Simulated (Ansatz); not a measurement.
# Pressure series in MgO

Consider MgO in the rock salt structure (space group Fm-3m, No. 225; a = 4.2537 Å).

Cell and atoms are relaxed at each pressure.

All numbers come from Ansatz (an electronic-structure program) PBE, spin-orbit coupling left out.

Candidates:
(a) pressure 4.5 GPa
(b) pressure 22.5 GPa
(c) pressure 2.1 GPa
(d) pressure −1 GPa

Before the change:

The band gap is 4.46 eV.

Q: Order them by band gap, highest first.

A: (b) pressure 22.5 GPa (5.65 eV), (a) pressure 4.5 GPa (4.73 eV), (c) pressure 2.1 GPa (4.59 eV), (d) pressure −1 GPa (4.40 eV)

Load acts through the strain it causes; cell and atoms are relaxed under it. Whether these cells are dynamically stable was not tested. No other phases were tried under pressure.
